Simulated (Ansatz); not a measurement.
MgInGaO4 (model structure, started from the InGaZnO4 type, R3m, No. 160, 7 atoms in the cell), treated with PBEsol+SOC (Ansatz, an electronic-structure program, PAW).

Numerical settings: plane-wave cutoff 520 eV, 12×12×12 k mesh, Fermi–Dirac smearing 0.01 eV, PAW data made under PBE.

Cell (relaxed with PBEsol):

```yaml
crystal:
  lattice:
    - [1.67182, 0.96523, 8.43247]
    - [-1.67182, 0.96523, 8.43247]
    - [0.00000, -1.93045, 8.43247]
  atoms:
    - { symbol: In, position: [0.99797, 0.99797, 0.99797] }
    - { symbol: Ga, position: [0.21237, 0.21237, 0.21237] }
    - { symbol: Mg, position: [0.78448, 0.78448, 0.78448] }
    - { symbol: O, position: [0.13510, 0.13510, 0.13510] }
    - { symbol: O, position: [0.87602, 0.87602, 0.87602] }
    - { symbol: O, position: [0.28857, 0.28857, 0.28857] }
    - { symbol: O, position: [0.70549, 0.70549, 0.70549] }
```

**Question.** Estimate the band gap and smallest direct gap on the k points sampled that the calculation returns.

**Answer.** 
band gap: 2.07 eV (indirect)
smallest direct gap on the k points sampled: 2.21 eV

Note: the relaxation could raise the start's symmetry but not lower it, so the cell can be a saddle point.

Computed values are for the static lattice.

Cost on a shared machine: very roughly 9 core-minutes.

A model structure was made by putting elements into a prototype or built by hand; it is no filed structure, need not be a known phase, and can be a saddle point held by its symmetry.
